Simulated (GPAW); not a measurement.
Input and output of a self-consistent single point for Sr3Ca (Pm-3m, 4 atoms in the cell) (GPAW).

Level of theory: PBEsol, GPAW PAW datasets PBEsol (made by gpaw-setup) (plane waves; GPAW).

The change in words: lattice scaled by 0.98. Reference geometry:
```
CELL_PARAMETERS angstrom
      5.98875     0.00000     0.00000
      0.00000     5.98875     0.00000
      0.00000     0.00000     5.98875
ATOMIC_POSITIONS crystal
  Sr 0.00000 0.50000 0.50000
  Sr 0.50000 0.00000 0.50000
  Sr 0.50000 0.50000 0.00000
  Ca 0.00000 0.00000 0.00000
```

Reference input (self-consistent single point, DFT PBEsol, plane waves, GPAW PAW datasets PBEsol (made by gpaw-setup)): mode = pw; ecut = 550 eV; xc = PBEsol; kpts = 4 4 4; mesh shift (steps) = 0 0 0; occupations.name = methfessel-paxton; occupations.width = 0.136 eV; occupations.order = 0; nbands = -12; convergence.density = 1e-05 e/electron; symmetry.symmorphic = false; symmetry.tolerance = 0.0005. This run's input differs from it in these lines:

```diff
@@ -5,8 +5,8 @@
 atoms = Atoms(['Sr', 'Sr', 'Sr', 'Ca'],
-              cell=[[5.988750, 0.000000, 0.000000],
-                    [0.000000, 5.988750, 0.000000],
-                    [0.000000, 0.000000, 5.988750]],
-              positions=[[0.000000, 2.994375, 2.994375],
-                         [2.994375, 0.000000, 2.994375],
-                         [2.994375, 2.994375, 0.000000],
+              cell=[[5.868975, 0.000000, 0.000000],
+                    [0.000000, 5.868975, 0.000000],
+                    [0.000000, 0.000000, 5.868975]],
+              positions=[[0.000000, 2.934487, 2.934487],
+                         [2.934487, 0.000000, 2.934487],
+                         [2.934487, 2.934487, 0.000000],
                          [0.000000, 0.000000, 0.000000]],
```

The program printed (abridged):

```
     iter     time        total  log10-change:
                         energy   eigst   dens
iter:   1 --:--:--    -7.485355
iter:   2 --:--:--    -7.888001   -0.97  -1.63
iter:   3 --:--:--    -7.915679   -1.64  -1.63
iter:   4 --:--:--    -7.832316   -2.09  -1.67
iter:   5 --:--:--    -7.854313   -2.68  -2.01
iter:   6 --:--:--    -7.844851   -3.42  -2.19
iter:   7 --:--:--    -7.847100c  -4.06  -2.48
iter:   8 --:--:--    -7.845191c  -4.42  -2.71
iter:   9 --:--:--    -7.845132c  -5.00  -3.16
iter:  10 --:--:--    -7.845112c  -5.66  -3.30
iter:  11 --:--:--    -7.845095c  -5.63  -3.43
iter:  12 --:--:--    -7.845090c  -6.76  -3.99
iter:  13 --:--:--    -7.845091c  -7.51c -4.05
iter:  14 --:--:--    -7.845078c  -6.35  -4.07
iter:  15 --:--:--    -7.845077c  -7.86c -4.35
iter:  16 --:--:--    -7.845077c  -8.55c -4.47
iter:  17 --:--:--    -7.845076c  -7.71c -4.53
iter:  18 --:--:--    -7.845077c  -8.74c -4.86
iter:  19 --:--:--    -7.845077c  -9.23c -4.93
iter:  20 --:--:--    -7.845077c  -9.59c -4.99
iter:  21 --:--:--    -7.845077c  -9.44c -5.18c
Converged after 21 iterations.

Dipole moment: (-0.000008, -0.000008, -0.000008) |e|*Ang

Energy contributions relative to reference atoms: (reference = -277821.309514)

Kinetic:         -2.587446
Potential:       +9.576358
External:        +0.000000
XC:             -13.843412
Entropy (-ST):   -0.048548
Local:           -0.966304
SIC:             +0.000000
--------------------------
Free energy:     -7.869351
Extrapolated:    -7.845077

Showing only first 2 kpts
 Kpt  Band  Eigenvalues  Occupancy
  0    18      3.02187    2.00000
  0    19      3.02187    2.00000
  0    20      3.94371    0.00001
  0    21      3.94371    0.00001

  1    18      3.13256    1.99993
  1    19      3.32063    1.95774
  1    20      3.99384    0.00000
  1    21      3.99384    0.00000

Fermi level: 3.51594

No gap
No difference between direct/indirect transitions
Energy (eV): -7.845077

Forces in eV/Ang:
  0 Sr    0.00000   -0.00000   -0.00000
  1 Sr   -0.00000    0.00000   -0.00000
  2 Sr   -0.00000   -0.00000    0.00000
  3 Ca   -0.00000   -0.00000   -0.00000

Stress tensor:
     0.001974    -0.000000     0.000000
    -0.000000     0.001974     0.000000
     0.000000     0.000000     0.001974
Stress (GPa, Voigt): [ 0.3163  0.3163  0.3163  0.      0.     -0.    ]
```

The run converged in 21 iterations. GPAW prints stress with tension positive. Against the reference run the free energy falls by 12.5 meV/atom and the pressure goes from -0.99 to -0.32 GPa.

The starting cell comes from a database of computed structures (which also holds hypothetical and non-ambient phases and stackings), without a prior relaxation at this level. For this run, on top of that: lattice scaled by 0.98.

Cost on one core of a shared machine: roughly 50 s.
